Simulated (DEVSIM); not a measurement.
Device: Al/Al2O3/SiO2/n-Si capacitor, at 500 K.

```
layer (left to right)  material  thickness (nm)  Nd (cm⁻³)
---------------------  --------  --------------  ---------
1                         Al2O3            5.40          -
2                          SiO2            1.20          -
3                            Si            2200     7.1e16
```

Metal gate on the left, work function 4.1 eV. Fixed charge at the semiconductor interface -4.4e10 cm⁻² (in units of +e); interface traps 5.2e11 cm⁻² eV⁻¹, uniform in energy, neutral level at 0.5 of the gap above the valence band.

The device is made up for the run: typed textbook-type constants, with dimensions and the other settings drawn at random. Values at 300 K; Nc and Nv go as T^1.5, mobilities as T to minus their exponent, the gap by Varshni's rule with the affinity fixed.

```csv
parameter,Al2O3,SiO2,Si
gap (eV),6.8,9,1.124
affinity (eV),1.35,0.9,4.05
permittivity,9,3.9,11.7
Nc (cm⁻³),-,-,2.86e19
Nv (cm⁻³),-,-,3.1e19
Varshni α (eV/K),-,-,0.000473
Varshni β (K),-,-,636
```

Simulated with DEVSIM: 1D Poisson equation in equilibrium, Boltzmann statistics, complete ionisation; no quantum confinement or tunnelling. Metal contacts follow the ideal Schottky-Mott rule: no Fermi-level pinning, no interface dipoles.

Q: Tabulate band edges, carrier densities and field at -0.7 V on the gate.

A: Energies count from the Fermi level of the right contact; mesh points crowd at the junctions.

```csv
x (μm),Ec (eV),Ev (eV),n (cm⁻³),p (cm⁻³),field (V/cm)
0.000,3.450,-3.350,< 1e2,< 1e2,-110000
0.001143,3.437,-3.363,< 1e2,< 1e2,-110000
0.002965,3.416,-3.384,< 1e2,< 1e2,-110000
0.004565,3.398,-3.402,< 1e2,< 1e2,-110000
0.005825,3.827,-5.173,< 1e2,< 1e2,-260000
0.006388,3.812,-5.188,< 1e2,< 1e2,-260000
0.007575,0.649,-0.417,1.8e13,4.2e15,-83000
0.01154,0.616,-0.449,3.8e13,2.0e15,-79000
0.01874,0.563,-0.503,1.3e14,5.7e14,-71000
0.03442,0.465,-0.600,1.3e15,5.9e13,-54000
0.07077,0.336,-0.729,2.5e16,3.0e12,-19000
0.1921,0.292,-0.774,7.1e16,1.1e12,-60
0.4122,0.291,-0.774,7.1e16,1.1e12,≈ 0
0.8918,0.291,-0.774,7.1e16,1.1e12,≈ 0
1.719,0.291,-0.774,7.1e16,1.1e12,≈ 0
1.991,0.291,-0.774,7.1e16,1.1e12,≈ 0
2.108,0.291,-0.774,7.1e16,1.1e12,≈ 0
2.162,0.291,-0.774,7.1e16,1.1e12,≈ 0
2.192,0.291,-0.774,7.1e16,1.1e12,≈ 0
2.201,0.291,-0.774,7.1e16,1.1e12,≈ 0
2.204,0.291,-0.774,7.1e16,1.1e12,≈ 0
2.207,0.291,-0.774,7.1e16,1.1e12,≈ 0
```
